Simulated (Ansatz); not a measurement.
The starting structures come from a database of crystals and need not be the phases stable at ambient conditions.

 Where the default PAW files enter, the runs use the earlier of Ansatz's two default sets.

By PBEsol, the system below comes out a metal.

Without scattering a metal conducts by its projected Fermi surface.

Consider the following.

```yaml
crystal:
  lattice:
    - [3.49441, 0.00000, 0.00000]
    - [1.73761, 6.12175, 0.00000]
    - [0.00000, 0.00000, 7.58469]
  atoms:
    - { symbol: Ge, position: [0.50000, 0.00000, 0.00000] }
    - { symbol: Ge, position: [0.50000, 0.00000, 0.50000] }
    - { symbol: Ge, position: [0.24348, 0.51284, 0.25000] }
    - { symbol: Ge, position: [0.75652, 0.48716, 0.75000] }
    - { symbol: Pt, position: [0.03448, 0.93077, 0.25000] }
    - { symbol: Pt, position: [0.96552, 0.06923, 0.75000] }
    - { symbol: Pt, position: [0.83956, 0.32010, 0.05882] }
    - { symbol: Pt, position: [0.16044, 0.67990, 0.94118] }
    - { symbol: Pt, position: [0.16044, 0.67990, 0.55882] }
    - { symbol: Pt, position: [0.83956, 0.32010, 0.44118] }
```

Space group of this cell: P2_1/m. The cell is taken as given; by PBEsol its mean pressure is -2.7 GPa.

The current flows along the normal of the first two printed cell vectors. No spin-orbit coupling; the value is a mean over 0.1 eV about the Fermi level.

Task: Estimate the ballistic conductance per area that PBEsol in Ansatz (a first-principles code) returns for this system.

Result: 0.51 × 10¹⁵ S/m² for both spins.
